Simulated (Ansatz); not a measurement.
The reference is MoSi2 (space group I4/mmm, No. 139).

```
CELL_PARAMETERS angstrom
     -1.59511     1.59511     3.91030
      1.59511    -1.59511     3.91030
      1.59511     1.59511    -3.91030
ATOMIC_POSITIONS crystal
  Mo 0.00000 0.00000 0.00000
  Si 0.33509 0.33509 0.00000
  Si 0.66491 0.66491 0.00000
```

Level of theory: DFT with PBEsol, PAW potentials and a 420 eV plane-wave cutoff in Ansatz (a program for electronic structure), scalar-relativistic without spin-orbit coupling.

One thing is altered: W takes the place of Mo on all its sites, then cell and atoms are relaxed.

Measured lattice parameter a: MoSi2 3.20519 Å (temperature not stated; as listed in Orest Pavlosiuk et al., Phys. Rev. B (2022)); WSi2 3.21395 Å (temperature not stated; as listed in Orest Pavlosiuk et al., Phys. Rev. B (2022)).

**Question.** How well does PBEsol reproduce the measured shift?

**Answer.** With PBEsol the lattice parameter a moves by +0.012 Å (3.190 → 3.203) against +0.009 Å measured.

Whether these cells are dynamically stable was not tested. The final runs are not spin-polarised.
